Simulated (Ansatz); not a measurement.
Point defect O on the P site (O_P) in zinc-blende AlP

Method: PBE, PAW (plane waves to 420 eV; Ansatz, a program for electronic structure). A 2×2×2 supercell of 64 sites was used; the energies come from a 2×2×2 shifted sampling of its zone. Site at the start: the P site. Charged cells carry a point-charge image correction with potential alignment at far atoms. Dielectric constants: PBE linear response of the host. Host gap at this level: 1.63 eV. These values are not converged in cell size to better than tenths of an eV. The semilocal functional narrows the gap, so deep levels can fall outside it. Spin–orbit coupling is left out. Each state is the lowest found from its start.

Formation energies E_f are given with the Fermi level at the valence-band maximum. Chemical conditions: Al-rich (Δμ(P) = -1.26 eV, Δμ(O) = -4.96 eV, bounded by corundum; only phases computed here count, gases as isolated molecules at 0 K); P-rich (Δμ(P) = 0.00 eV, Δμ(O) = -4.12 eV, bounded by corundum; only phases computed here count, gases as isolated molecules at 0 K). Reference phases: O: O2 molecule in a box, P: black phosphorus.

```json
[
 {"charge": "+1", "moment (μB)": "not spin-polarised", "largest move off a lattice site (Å)": "0.55", "image correction with alignment (eV)": "0.06", "E_f, Al-rich (eV)": "1.27", "E_f, P-rich (eV)": "1.70"},
 {"charge": "0", "moment (μB)": "1.0", "largest move off a lattice site (Å)": "0.60", "image correction with alignment (eV)": "0.00", "E_f, Al-rich (eV)": "2.62", "E_f, P-rich (eV)": "3.04"},
 {"charge": "−1", "moment (μB)": "not spin-polarised", "largest move off a lattice site (Å)": "0.81", "image correction with alignment (eV)": "0.25", "E_f, Al-rich (eV)": "4.15", "E_f, P-rich (eV)": "4.57"}
]
```

No other site or start that was run ended lower by more than 0.1 eV.

Transition levels above the valence-band maximum: ε(+1/0) = 1.34 eV; ε(0/−1) = 1.53 eV. On the lower envelope of the bound states, inside the gap: (+1/0) at 1.34 eV; (0/−1) at 1.53 eV.

Flagged in the runs: a strain field that reaches the edge of the cell.
